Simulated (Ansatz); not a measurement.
The starting structures come from a database of crystals and need not be the phases stable at ambient conditions.

 Where the default PAW files enter, the runs use the earlier of Ansatz's two default sets.

Given:

```xyz
10
Lattice="5.1792 0.0000 0.0000 2.5896 4.4853 0.0000 2.5896 1.4951 4.8460" Properties=species:S:1:pos:R:3 pbc="T T T"
Li     5.1792     2.9902     0.4195
Li     5.1792     2.9902     4.4264
Nb     7.7687     4.4853     2.0992
Nb     2.5896     1.4951     2.7467
O      7.0904     3.0589     3.5492
O      3.2679     2.9215     1.2967
O      4.2830     1.3006     3.5492
O      6.0753     4.6797     1.2967
O      4.1640     4.6111     3.5492
O      6.1943     1.3693     1.2967
```

Space group of this cell: R-3. The cell is strained (lengths across the current scaled by 0.98, ions clamped); by r2SCAN its mean pressure is -0.7 GPa.

Transport runs along the normal of the first two printed cell vectors, the (001) (indices of the unstrained crystal) plane of the conventional cell.

The gap is the functional's own, uncorrected, and κ follows it; spin-orbit coupling is left out. Mid-gap values are interpolated between the computed energies.

Question: Compute, with r2SCAN (Ansatz, a quantum-chemistry and plane-wave program), the band gap and the smallest decay constant κ at mid-gap.

Answer: Gap 4.45 eV on a 8×8×8 mesh; κ = 0.506 1/Å, at the zone centre.
